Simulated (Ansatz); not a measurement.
**Hypothetical diamond Nb, pressure series**

The reference is Nb in the diamond structure (space group Fd-3m, No. 227; a = 5.905 Å; a hypothetical phase, not in the database extracts checked).

Cell and atoms are relaxed at each pressure.

Method: PBE (Ansatz, a quantum-chemistry and plane-wave program; PAW; 420 eV plane waves; no SOC).

```
P (GPa)  V (Å³/atom)
-------  -----------
-2.00         26.593
-1.00         26.151
0.30          25.627
0.70          25.478
1.50          25.196
2.98          24.715
5.00          24.136
7.50          23.496
9.98          22.922
```

Problem. Fit a third-order Birch–Murnaghan equation of state.

Solution. Least squares on P(V) = (3B₀/2)[(V₀/V)^(7/3) − (V₀/V)^(5/3)]·[1 + (3/4)(B₀′ − 4)((V₀/V)^(2/3) − 1)] gives V₀ = 25.75 Å³/atom, B₀ = 67 GPa and B₀′ = 4.3.

Load acts through the strain it causes; cell and atoms are relaxed under it. Stability against distortions was not tested. No other phases were tried under pressure. All final runs are without spin polarisation. Nb has a high density of states at the Fermi level and may be magnetic at this level.
